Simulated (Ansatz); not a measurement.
Consider C in the diamond structure (space group Fd-3m, No. 227).

```yaml
crystal:
  lattice:
    - [0.00000, 1.77690, 1.77690]
    - [1.77690, 0.00000, 1.77690]
    - [1.77690, 1.77690, 0.00000]
  atoms:
    - { symbol: C, position: [0.00000, 0.00000, 0.00000] }
    - { symbol: C, position: [0.25000, 0.25000, 0.25000] }
```

The values are results of PBEsol (Ansatz, an electronic-structure program, PAW, spin-orbit coupling left out), not measurements.

Before the change:

```
Item                                                Value
-----------------------------  --------------------------
Hole mass                      0.29, 0.29, 0.52 mₑ (at Γ)
Band gap                                          4.03 eV
Width of the top valence band                     8.51 eV
Smallest direct gap                               5.57 eV
```

Now apply this change: a hydrostatic pressure of 30 GPa.

**Question.** Predict the new hole mass.

**Answer.** The hole mass (degenerate bands, along [100]) goes from 0.29, 0.29, 0.52 mₑ (at Γ) to 0.28, 0.28, 0.55 mₑ (at Γ).

**Question.** Estimate the effect on the band gap.

**Answer.** The band gap grows by 0.14 eV, from 4.03 eV to 4.17 eV.

**Question.** Estimate the effect on the width of the top valence band.

**Answer.** The width of the top valence band goes up by 0.54 eV to 9.05 eV.

**Question.** What happens to the smallest direct gap?

**Answer.** The smallest direct gap grows by 0.17 eV, from 5.57 eV to 5.74 eV.

Load acts through the strain it causes; cell and atoms are relaxed under it. Masses are band curvatures over ±0.01 Å⁻¹ around the edge. No phonon test of stability was made. Competing high-pressure phases were not computed.
